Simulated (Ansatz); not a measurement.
## Report: rocksalt CaO (Fm-3m), biaxial stress in the (111) plane

Cell and atoms are relaxed with PBEsol to each stress (compression positive); bands and masses by r2SCAN, rigid bands (plane waves, PAW, scalar-relativistic; Ansatz, a quantum-chemistry and plane-wave program). Strains are changes of length against the unloaded cell.

```
CELL_PARAMETERS angstrom
      0.00000     2.38357     2.38357
      2.38357     0.00000     2.38357
      2.38357     2.38357     0.00000
ATOMIC_POSITIONS crystal
  Ca 0.00000 0.00000 0.00000
  O  0.50000 0.50000 0.50000
```

```csv
stress (GPa),strain [111] (%),strain [1−10] (%),gap (eV),mean mₑ*
-8.80,-2.45,4.13,4.039,0.59
-4.40,-1.12,1.91,4.130,0.58
-2.20,-0.54,0.92,4.164,0.57
0,0,0,4.195,0.57
2.20,0.51,-0.87,4.172,0.56
4.40,0.99,-1.70,4.147,0.56
6.60,1.45,-2.48,4.119,0.55
```

[111] is the normal of the loaded plane; [11−2] strains as [1−10]. Masses are conductivity masses at 300 K in electron masses, harmonic means over x, y and z.

Q: From the two loads next to zero, find the biaxial modulus and the ratio of out-of-plane to in-plane strain.

A: Between -2.20 and 2.20 GPa the strain along [1−10] changes by -1.79 % and that along [111] by 1.05 %. The modulus is 4.40/0.0179 = 250 GPa and the ratio of the strains 0.59 (PBEsol, atoms relaxed).

Q: Is the response still linear at the largest tension?

A: The modulus predicts 3.58 % at -8.80 GPa; the table has 4.13 %, so the crystal is softer there.

Q: How fast does the gap move on either side of zero load?

A: Under tension, (4.130 − 4.195) eV over -4.40 GPa = 15 meV/GPa, or about -3.4 eV per unit strain; under compression, (4.147 − 4.195) eV over 4.40 GPa = -11 meV/GPa, or about 2.8 eV per unit strain. The two slopes part by 26 meV/GPa; gaps are resolved to about 0.01 eV, which allows 5 meV/GPa, so they differ, even in sign: the gap has a turning point near zero load.

Masses are those of dilute carriers in rigid bands with one relaxation time, without polarons. Third decimals of gaps are kept for the arithmetic. Spin-orbit coupling is left out; it splits the top of the valence band and so changes the gap and its response. Every relaxation keeps the rocksalt phase (space group R-3m under this load), so a transition, a distortion that breaks the symmetry or fracture can't show.
